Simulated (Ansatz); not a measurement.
**Thickness series in hypothetical P6_3/mmc HgI2**

Take HgI$_{2}$ in the 2H-MoS2 type structure (space group P6_3/mmc, No. 194; a = 4.1546 Å, c = 14.3925 Å; a hypothetical phase, not in the database extracts checked) as the base.

Free-standing slabs (3 atom(s) a layer) normal to the stacking axis with 15 Å of vacuum; in-plane cell relaxed.

Level of theory: r2SCAN+rVV10 in Ansatz (plane waves to 500 eV, PAW, no SOC).

Notes on the quantities. layer's space group: with vacuum; excess energy per area of both faces: slab less bulk energy over the cell's area: twice a surface energy.

```tsv
case	layer's space group	band gap	excess energy per area of both faces
base	–	0.66 eV	–
1 layer	P-6m2 (No. 187)	1.20 eV	0.23 J/m²
2 layers	P-3m1 (No. 164)	?	0.23 J/m²
3 layers	P-6m2 (No. 187)	?	0.24 J/m²
4 layers	P-3m1 (No. 164)	?	0.24 J/m²
```

Problem. What belongs in the blanks?

Solution. 
- 2 layers, band gap: 0.99 eV
- 3 layers, band gap: 0.89 eV
- 4 layers, band gap: 0.84 eV

Slab and bulk use different k-meshes, which limits the precision of the excess energy. Spin-orbit coupling, missing from the scalar runs, can matter with Hg and I. No phonon test of stability was made.

Ansatz is a first-principles code.
